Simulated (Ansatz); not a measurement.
Given:

```yaml
crystal:
  lattice:
    - [0.04220, 2.95134, 2.95134]
    - [2.95134, 0.04220, 2.95134]
    - [2.99354, 2.99354, 0.00000]
  atoms:
    - { symbol: Pb, position: [0.00000, 0.00000, 0.00000] }
    - { symbol: S, position: [0.50000, 0.50000, 0.50000] }
```

No spin polarisation.

The values are results of PBEsol in Ansatz (plane waves to 420 eV, PAW, no spin-orbit coupling), not measurements. k-mesh 10×10×10 (Γ-centred); smearing 0.05 eV (Fermi–Dirac).

Task: Estimate the band gap.

Result: 0.05 eV.

Task: Predict the gap character.

Result: Indirect, S → R.

Spin-orbit coupling, missing from the scalar runs, can matter with Pb. The cells carry an imposed strain or load. Whether these cells are dynamically stable was not tested. The cell was made from PbS in the rock salt structure (space group Fm-3m, No. 225) by this change: tensor shear ε_xy = +1.43 %. A zero or small gap of PbS can be the functional's error rather than a property of the material.

Ansatz is an electronic-structure program.
